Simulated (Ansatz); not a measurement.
Base system: PtAs$_{2}$ (space group Pa-3, No. 205; a = 5.980 Å). Axes: x, y, z lie along the cube axes.

The values are results of Kohn–Sham DFT with the PBEsol functional, run in Ansatz (a first-principles code) with PAW and 420 eV plane waves, no SOC, not measurements.

Strains are applied to the cell and any free atomic positions relax; under biaxial strain the out-of-plane vector relaxes too.

One change was made to it. Results:

```json
[
 {"quantity": "energy relative to the base (free energy F)", "base": "0 meV/atom", "after": "+56 meV/atom"},
 {"quantity": "band gap", "base": "0.27 eV", "after": "0.31 eV"}
]
```

Q: What was done to the base?
A) uniaxial strain ε_yy = −5.27 %
B) biaxial strain −1.14 %, plane normal [111], relaxed out of plane
C) uniaxial strain ε_zz = −0.14 %
D) biaxial strain +1.46 %, plane normal [111], relaxed out of plane

A: A, uniaxial strain ε_yy = −5.27 %. For comparison, the energy relative to the base in the other runs: uniaxial strain ε_zz = −0.14 % gives 0.0 meV/atom; biaxial strain +1.46 %, plane normal [111], relaxed out of plane gives +6.1 meV/atom; biaxial strain −1.14 %, plane normal [111], relaxed out of plane gives +4.1 meV/atom.

With Pt present, leaving out spin-orbit coupling can change the band edges. Whether these cells are dynamically stable was not tested. All final runs are without spin polarisation. A zero or small gap of PtAs2 can be the functional's error rather than a property of the material.
